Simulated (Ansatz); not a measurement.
## BAs: response to strain

Take BAs in the zinc blende structure (space group F-43m, No. 216; a = 4.7679 Å) as the base. Axes: x, y, z lie along the cube axes.

Strains are applied to the cell and any free atomic positions relax; under biaxial strain the out-of-plane vector relaxes too.

The values are results of Ansatz (a quantum-chemistry and plane-wave program), PBEsol, PAW, cutoff 420 eV, without spin-orbit coupling, not measurements.

```csv
change,smallest direct gap,electron mass,out-of-plane strain
base,3.25 eV,"1.1 mₑ along k, 0.21 mₑ across (off the special points)",–
"biaxial strain −3.00 %, plane normal [001], relaxed out of plane",3.07 eV,"1.1 mₑ along k, 0.21 mₑ across (off the special points)",+1.54 %
"biaxial strain −2.50 %, plane normal [001], relaxed out of plane",3.10 eV,"1.1 mₑ along k, 0.21 mₑ across (off the special points)",+1.28 %
"biaxial strain −2.00 %, plane normal [001], relaxed out of plane",3.13 eV,"1.2 mₑ along k, 0.21 mₑ across (off the special points)",+1.03 %
"biaxial strain −1.00 %, plane normal [001], relaxed out of plane",3.19 eV,"1.1 mₑ along k, 0.21 mₑ across (off the special points)",+0.52 %
"biaxial strain +1.00 %, plane normal [001], relaxed out of plane",3.07 eV,"1.1 mₑ along k, 0.21 mₑ across (off the special points)",-0.52 %
"biaxial strain +1.50 %, plane normal [001], relaxed out of plane",2.99 eV,"1.0 mₑ along k, 0.22 mₑ across (off the special points)",-0.78 %
"biaxial strain +2.00 %, plane normal [001], relaxed out of plane",2.91 eV,"1.1 mₑ along k, 0.21 mₑ across (off the special points)",-1.04 %
"biaxial strain +2.50 %, plane normal [001], relaxed out of plane",2.83 eV,"1.1 mₑ along k, 0.21 mₑ across (off the special points)",-1.31 %
"biaxial strain +3.00 %, plane normal [001], relaxed out of plane",2.75 eV,"1.0 mₑ along k, 0.22 mₑ across (off the special points)",-1.57 %
```

Effective masses come from finite differences of ±0.01 Å⁻¹. Along k means along the line from Γ to the band edge. Whether these cells are dynamically stable was not tested. k-point labels follow each cell's own Brillouin zone.
